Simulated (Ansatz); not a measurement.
# Convergence study of the k-point mesh for CuAgO2 (Pmm2, 4 atoms in the cell)

```
CELL_PARAMETERS angstrom
      2.80799     0.00000     0.00000
      0.00000     3.34383     0.00000
      0.00000     0.00000     5.38797
ATOMIC_POSITIONS crystal
  Cu 0.50000 0.50000 0.50928
  Ag 0.00000 0.00000 0.00000
  O  0.00000 0.50000 0.27085
  O  0.00000 0.50000 0.72915
```

Method of the run: LDA (PW92), default PAW files made with PBE (plane waves; Ansatz, a quantum-chemistry and plane-wave program).

Base settings: basis.ecutwfc = 420 eV; kpoints.mp_grid.grid = 12 10 6; hamiltonian.xc = lda; hamiltonian.pseudopotentials = {kind: paw} (the program's default PAW files); scf.occupations.method = fermi_dirac; scf.occupations.width = 0.1 eV.

The second cell is the first with its lattice scaled by 0.98.

Only quantities that move along the ladder and can be compared are tabulated.

The count of work is k-points × plane waves × bands × iterations; it is no time. 

The starting cell comes from a database of computed structures (which also holds hypothetical and non-ambient phases and stackings), without a prior relaxation at this level. Its lattice was rescaled by up to half a per cent. One atom was moved a little off its site on purpose. Spin polarisation is off, so a magnetic state, if there is one, cannot be reached. In the base run, with a pressure of about -6 GPa the cell is away from its equilibrium volume at this level. In the base run, forces exceed 1 eV/Å. Ansatz's pressure includes its estimate of the finite-basis (Pulay) stress. The run gives no clean gap (levels at the Fermi energy touch, overlap or are partly filled at this smearing), which alone does not show that the compound is a metal.

| kpoints.mp_grid.grid | free energy less the last step's (meV/atom) | energy of the compressed cell less the first (meV/atom) | pressure (GPa) | largest difference of a force vector from the last step's (eV/Å) | count of work / last |
|---|---|---|---|---|---|
| 2 2 1 | 276.17 | 23.99 | 0.20 | 0.736 | 0.0053 |
| 3 2 2 | 1.51 | -7.26 | -5.97 | 0.312 | 0.0095 |
| 4 3 2 | -19.34 | -8.74 | -6.30 | 0.192 | 0.014 |
| 5 4 3 | 3.24 | -7.46 | -6.06 | 0.087 | 0.021 |
| 7 6 4 | 0.18 | -7.26 | -6.03 | 0.003 | 0.057 |
| 9 8 5 | -0.22 | -7.41 | -6.06 | 0.010 | 0.089 |
| 11 9 6 | -0.22 | -7.50 | -6.07 | 0.002 | 0.14 |
| 12 10 6 | 0.09 | -7.42 | -6.05 | 0.001 | 0.20 |
| 14 12 7 | 0.05 | -7.40 | -6.05 | 0.000 | 0.27 |
| 23 19 12 | 0.00 | -7.41 | -6.05 | 0.000 | 1.0 |

Coarsest kpoints.mp_grid.grid that holds the forces within 0.005 eV/Å of the last step, with all finer ones: 11 9 6, at 0.14 of the last step's count of work; the step before is off by 0.010 eV/Å.

Coarsest kpoints.mp_grid.grid that holds the pressure within 0.1 GPa of the last step, with all finer ones: 5 4 3, at 0.021 of the last step's count of work; the step before is off by 0.25 GPa.

Coarsest kpoints.mp_grid.grid that holds the free energy within 0.5 meV/atom of the last step, with all finer ones: 7 6 4, at 0.057 of the last step's count of work; the step before is off by 3.2 meV/atom.

The energy difference between the two cells stays within 1 meV/atom of the last step's from 5 4 3 on, the total only from 7 6 4 on: much of the error is common to both cells and cancels.

Keys are those of Ansatz 0.2.
